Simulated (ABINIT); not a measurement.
Worked example: self-consistent single point of AlP (F-43m, 2 atoms in the cell) in ABINIT.

Level of theory: PBE, norm-conserving pseudopotentials (PseudoDojo nc-sr-05 PBE standard) (plane waves; ABINIT 10.0.3).

```xyz
2
Lattice="0.0000 2.7058 2.7058 2.7058 0.0000 2.7058 2.7058 2.7058 0.0000" Properties=species:S:1:pos:R:3 pbc="T T T"
Al     0.0000     0.0000     0.0000
P      4.0588     4.0588     4.0588
```

Reference input (self-consistent single point, DFT, PBE, plane waves, norm-conserving pseudopotentials (PseudoDojo nc-sr-05 PBE standard)): pseudos = [Al.upf, P.upf]; ecut = 22 Ha; ixc = 11; occopt = 1; ngkpt = 6 6 6; nshiftk = 1; shiftk = 0 0 0; potentials = PseudoDojo nc-sr-05 PBE standard; nband = 7; kptopt = 1; nstep = 100; tolvrs = 1e-11. This run's input differs from it in these lines:

```diff
@@ -20,3 +20,3 @@
 kptopt 1
-ngkpt 6 6 6
+ngkpt 5 5 5
 nshiftk 1
```

Output, abridged:

```
--- !BeginCycle
solver: {iscf: 7, nstep: 100, nline: 4, wfoptalg: 0, }
tolerances: {tolvrs: 1.00E-11, }
...

     iter   Etot(hartree)      deltaE(h)  residm     vres2
 ETOT  1  -9.2703562568154    -9.270E+00 1.600E-02 4.221E+01
 ETOT  2  -9.2847807808426    -1.442E-02 1.195E-03 6.997E+00
 ETOT  3  -9.2866320990876    -1.851E-03 7.314E-04 8.504E-03
 ETOT  4  -9.2866335127151    -1.414E-06 8.551E-05 4.529E-04
 ETOT  5  -9.2866335599732    -4.726E-08 8.045E-05 1.612E-05
 ETOT  6  -9.2866335610853    -1.112E-09 1.177E-05 6.154E-08
 ETOT  7  -9.2866335610901    -4.786E-12 2.014E-05 1.475E-09
 ETOT  8  -9.2866335610902    -6.573E-14 3.650E-06 5.385E-11
 ETOT  9  -9.2866335610902    -3.553E-15 7.014E-06 4.063E-13
 At SCF step    9       vres2   =  4.06E-13 < tolvrs=  1.00E-11 =>converged.

 Cartesian components of stress tensor (hartree/bohr^3)
  sigma(1 1)= -1.67358730E-04  sigma(3 2)=  0.00000000E+00
  sigma(2 2)= -1.67358730E-04  sigma(3 1)=  0.00000000E+00
  sigma(3 3)= -1.67358730E-04  sigma(2 1)=  0.00000000E+00

 ----iterations are completed or convergence reached----

 reduced coordinates (array xred) for    2 atoms
       0.000000000000      0.000000000000      0.000000000000
       0.750000000000      0.750000000000      0.750000000000
 cartesian forces (eV/Angstrom) at end:
    1      0.00000000000000     0.00000000000000     0.00000000000000
    2      0.00000000000000     0.00000000000000     0.00000000000000
 frms,max,avg= 0.0000000E+00 0.0000000E+00   0.000E+00  0.000E+00  0.000E+00 e/A
   [... lines left out ...]
 Fermi (or HOMO) energy (hartree) =   0.14951   Average Vxc (hartree)=  -0.33647
   [... lines left out ...]
total_energy        : -9.28663356109020E+00
total_energy_eV     : -2.52702150597984E+02
band_energy         : -1.29658119708273E-01
...

-Cartesian components of stress tensor (GPa)         [Pressure=  4.9239E+00 GPa]
- sigma(1 1)= -4.92386301E+00  sigma(3 2)=  0.00000000E+00
- sigma(2 2)= -4.92386301E+00  sigma(3 1)=  0.00000000E+00
- sigma(3 3)= -4.92386301E+00  sigma(2 1)=  0.00000000E+00

 Calculation completed.
```

The run converged in 9 iterations. Against the reference run the free energy goes up by 9.9 meV/atom, the pressure hardly changes (4.83 to 4.92 GPa) and the gap on the mesh goes from 1.519 to 1.772 eV.

The starting cell comes from a database of computed structures (which also holds hypothetical and non-ambient phases and stackings), without a prior relaxation at this level. Its lattice was rescaled by a random factor within 2.5 % of one. With a pressure of about 5 GPa the cell is away from its equilibrium volume at this level. Another mesh or the band path of this cell gives a smaller gap, so this value is not converged in the mesh.
